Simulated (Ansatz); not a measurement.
We consider SnAu (P6₃/mmc, No. 194), described by PBEsol (PAW; Ansatz, a first-principles code).

Run with plane-wave cutoff 520 eV, 18×18×10 k mesh (along the axes of the cell as run), Fermi–Dirac smearing 0.05 eV, scalar-relativistic PAW data made under PBE.

Cell (relaxed at this level):

```yaml
crystal:
  lattice:
    - [4.33164, 0.00000, 0.00000]
    - [-2.16582, 3.75131, 0.00000]
    - [0.00000, 0.00000, 5.55512]
  atoms:
    - { symbol: Au, position: [0.00000, 0.00000, 0.00000] }
    - { symbol: Au, position: [0.00000, 0.00000, 0.50000] }
    - { symbol: Sn, position: [0.33333, 0.66667, 0.25000] }
    - { symbol: Sn, position: [0.66667, 0.33333, 0.75000] }
```

What does this level give for the bulk modulus B0?


- bulk modulus B0 = 89.3 GPa

The run finds no gap.

Note: the bulk modulus is −V dP/dV from two relaxed cells at ±2 % in volume; the relaxation could not lower the start's symmetry, so the cell can be a saddle point above a distorted one.

Spin–orbit coupling is not included; it can shift volumes and moduli of such heavy elements.

Computed values are for the static lattice.
